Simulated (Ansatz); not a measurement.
Base system: Li in the bcc (W type) structure (space group Im-3m, No. 229; a = 3.4352 Å; relaxed with 0.1 eV smearing).

Calculations: Ansatz (a quantum-chemistry and plane-wave program), PBE, PAW, cutoff 420 eV, spin-orbit coupling left out.

Strains are applied to the cell and any free atomic positions relax.

One change was made to it. Results:

```csv
quantity,base,after
energy relative to the base (free energy F),0 meV/atom,+0.8 meV/atom
pressure,0.0 GPa,0.4 GPa
```

Which change produced these results?
A) isotropic strain +0.50 %
B) isotropic strain −1.00 %
C) isotropic strain −2.50 %
D) isotropic strain +1.00 %
E) isotropic strain +1.50 %

B, isotropic strain −1.00 %. For comparison, the pressure in the other runs: isotropic strain +1.00 % gives -0.4 GPa; isotropic strain −2.50 % gives 1.2 GPa; isotropic strain +0.50 % gives -0.2 GPa; isotropic strain +1.50 % gives -0.6 GPa.

Stability against distortions was not tested.
